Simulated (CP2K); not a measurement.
# Input and output of a self-consistent single point for SrAl₂ (Imma, 6 atoms in the cell) (CP2K)

Computed with LDA (Pade form), GPW, DZVP-MOLOPT-SR-GTH basis, GTH-PADE potentials (GTH_POTENTIALS) in CP2K.

Input as run:

```
&GLOBAL
  PROJECT scf
  RUN_TYPE ENERGY_FORCE
  PRINT_LEVEL MEDIUM
&END GLOBAL
&FORCE_EVAL
  METHOD Quickstep
  STRESS_TENSOR ANALYTICAL
  &DFT
    BASIS_SET_FILE_NAME BASIS_MOLOPT
    POTENTIAL_FILE_NAME GTH_POTENTIALS
    &QS
      METHOD GPW
      EPS_DEFAULT 1E-11
    &END QS
    &MGRID
      CUTOFF 500
      REL_CUTOFF 50
      NGRIDS 5
    &END MGRID
    &SCF
      SCF_GUESS ATOMIC
      EPS_SCF 1E-6
      MAX_SCF 100
      ADDED_MOS 6
      &DIAGONALIZATION
        ALGORITHM STANDARD
      &END DIAGONALIZATION
      &MIXING
        METHOD BROYDEN_MIXING
        ALPHA 0.3
        NBUFFER 12
      &END MIXING
      &SMEAR ON
        METHOD GAUSSIAN
        SIGMA [eV] 0.1
      &END SMEAR
    &END SCF
    &KPOINTS
      SCHEME MONKHORST-PACK 4 4 4
      GAMMA_CENTERED T
    &END KPOINTS
    &XC
      &XC_FUNCTIONAL PADE
      &END XC_FUNCTIONAL
    &END XC
    &PRINT
      &MO
        EIGENVALUES T
        OCCUPATION_NUMBERS T
        NDIGITS 8
        FILENAME mo
        &EACH
          QS_SCF 0
        &END EACH
        ADD_LAST NUMERIC
      &END MO
      &MULLIKEN ON
      &END MULLIKEN
    &END PRINT
  &END DFT
  &SUBSYS
    &CELL
      A 6.05984300 0.00000000 0.00000000
      B -0.95487900 5.98413800 0.00000000
      C -0.93348400 -4.37320800 4.08966500
      PERIODIC XYZ
    &END CELL
    &COORD
      SCALED
      Sr       0.30033000     0.55033000     0.75000000
      Sr       0.69967000     0.44967000     0.25000000
      Al       0.27083000     0.83937000     0.43146000
      Al       0.72917000     0.16063000     0.56854000
      Al       0.90791000     0.83937000     0.06854000
      Al       0.09209000     0.16063000     0.93146000
    &END COORD
    &KIND Sr
      BASIS_SET DZVP-MOLOPT-SR-GTH-q10
      POTENTIAL GTH-PADE-q10
    &END KIND
    &KIND Al
      BASIS_SET DZVP-MOLOPT-SR-GTH-q3
      POTENTIAL GTH-PADE-q3
    &END KIND
  &END SUBSYS
  &PRINT
    &FORCES ON
    &END FORCES
    &STRESS_TENSOR ON
    &END STRESS_TENSOR
  &END PRINT
&END FORCE_EVAL
```

The program printed (abridged):

```
 GLOBAL| Method name                                                        CP2K
 GLOBAL| Project name                                                        scf
 GLOBAL| Run type                                                   ENERGY_FORCE

 CELL| Volume [angstrom^3]:                                           148.303263
 CELL| Vector a [angstrom]:       6.060     0.000     0.000   |a| =     6.059843
 CELL| Vector b [angstrom]:      -0.955     5.984     0.000   |b| =     6.059843
 CELL| Vector c [angstrom]:      -0.933    -4.373     4.090   |c| =     6.059843
 CELL| Angle (b,c), alpha [degree]:                                   133.502076
 CELL| Angle (a,c), beta  [degree]:                                    98.861370
 CELL| Angle (a,b), gamma [degree]:                                    99.066161
 CELL| Numerically orthorhombic:                                              NO
 CELL| Periodicity                                                           XYZ

 DFT| Spin restricted Kohn-Sham (RKS) calculation                            RKS
 DFT| Multiplicity                                                             1
 DFT| Number of spin states                                                    1
 DFT| Charge                                                                   0
 DFT| XC density smoothing                                                  NONE
 DFT| XC derivatives                                                          PW

 QS| Method:                                                                 GPW
 QS| Density plane wave grid type                        NON-SPHERICAL FULLSPACE
 QS| Number of grid levels:                                                    5
 QS| Density cutoff [a.u.]:                                                250.0
 QS| Multi grid cutoff [a.u.]: 1) grid level                               250.0
   [... lines left out ...]
 BRILLOUIN| Wavefunction type                                            COMPLEX
 BRILLOUIN| List of Kpoints [2 Pi/Bohr]                                       36
 BRILLOUIN| Number           Weight            X              Y              Z
 BRILLOUIN|     1           0.03125       -0.25000       -0.25000       -0.25000
 BRILLOUIN|     2           0.03125       -0.25000       -0.25000        0.00000
 BRILLOUIN|     3           0.03125       -0.25000       -0.25000        0.25000
   [... 33 lines left out ...]
 *******************************************************************************

 Extrapolation method: initial_guess

 Re-scaling the density matrix to get the right number of electrons
                  # Electrons              Trace(P)               Scaling factor
                           32                32.000                        1.000

 Number of electrons:                                                         32
 Number of occupied orbitals:                                                 16
 Number of molecular orbitals:                                                22

 Number of orbital functions:                                                 80
 Number of independent orbital functions:                                     80
 SCF WAVEFUNCTION OPTIMIZATION

  Step     Update method      Time    Convergence         Total energy    Change
     1 NoMix/Diag. 0.30E+00      -     1.79906938       -70.6144576615 -7.06E+01
     2 Broy./Diag. 0.30E+00      -     0.01515258       -70.2139826033  4.00E-01
     3 Broy./Diag. 0.30E+00      -     0.01641280       -69.9989873777  2.15E-01
     4 Broy./Diag. 0.30E+00      -     0.00431652       -69.8993233167  9.97E-02
     5 Broy./Diag. 0.30E+00      -     0.00031676       -69.9007352650 -1.41E-03
     6 Broy./Diag. 0.30E+00      -     0.00045865       -69.8991621009  1.57E-03
     7 Broy./Diag. 0.30E+00      -     0.00011303       -69.8992131460 -5.10E-05
     8 Broy./Diag. 0.30E+00      -     0.00004123       -69.8985822356  6.31E-04
     9 Broy./Diag. 0.30E+00      -     0.00001286       -69.8985281830  5.41E-05
    10 Broy./Diag. 0.30E+00      -     0.00000275       -69.8985731807 -4.50E-05
    11 Broy./Diag. 0.30E+00      -     0.00000056       -69.8985777917 -4.61E-06
  *** SCF run converged in    11 steps ***

  Electronic density on regular grids:        -32.0000000000        0.0000000000
  Core density on regular grids:               31.9999999995       -0.0000000005
  Total charge density on r-space grids:       -0.0000000005
  Total charge density g-space grids:          -0.0000000005

  Overlap energy of the core charge distribution:               0.00000000000000
  Self energy of the core charge distribution:               -140.10707991435950
  Core Hamiltonian energy:                                     30.14179426822200
  Hartree energy:                                              51.77569383786074
  Exchange-correlation energy:                                -11.70871102155068
  Smearing free energy correction:                             -0.00027495976449
  Fermi energy:                                                 0.21910863005618

  Total energy:                                               -69.89857779169348
  Total energy (extrapolated to sigma->0):                    -69.89844031181124

                     Mulliken Population Analysis

 #  Atom  Element  Kind  Atomic population                           Net charge
       1     Sr       1          9.941450                              0.058550
       2     Sr       1          9.941452                              0.058548
       3     Al       2          3.029275                             -0.029275
       4     Al       2          3.029275                             -0.029275
       5     Al       2          3.029274                             -0.029274
       6     Al       2          3.029274                             -0.029274
 # Total charge                             32.000000                  0.000000

 ENERGY| Total FORCE_EVAL ( QS ) energy [hartree]            -69.898575416855266

 FORCES| Atomic forces [hartree/bohr]
 FORCES|   Atom     x               y               z               |f|
 FORCES|      1 -9.12877400E-04 -1.06429061E-03 -2.28139278E-06   1.40216435E-03
 FORCES|      2  9.12881252E-04  1.06427124E-03  2.27562032E-06   1.40215214E-03
 FORCES|      3 -3.39927576E-04  4.37346609E-05 -1.74176359E-04   3.84448802E-04
 FORCES|      4  3.39944533E-04 -4.37403538E-05  1.74206557E-04   3.84478125E-04
 FORCES|      5  9.67568123E-05 -3.28781568E-04  1.74182687E-04   3.84446106E-04
 FORCES|      6 -9.67776214E-05  3.28806629E-04 -1.74207113E-04   3.84483843E-04
 FORCES| Sum    -1.89997323E-13 -1.16424231E-13 -4.15910822E-13
 FORCES| Total atomic force                                       4.71842555E-13

 STRESS| Analytical stress tensor [bar]
 STRESS|                        x                   y                   z
 STRESS|      x       -2.22325930640E+04   1.00140817625E+03  -1.85692024856E+03
 STRESS|      y        1.00140817625E+03  -2.19128269442E+04   1.58368675544E+03
 STRESS|      z       -1.85692024856E+03   1.58368675544E+03  -2.05481821447E+04
 STRESS| 1/3 Trace                                            -2.15645340510E+04
```

The run converged in 11 iterations.

The starting cell comes from a database of computed structures (which also holds hypothetical and non-ambient phases and stackings), without a prior relaxation at this level. Its lattice was rescaled by up to half a per cent. Values carry the incompleteness of an atom-centred basis.

Cost on one core of a shared machine: roughly 50 s.
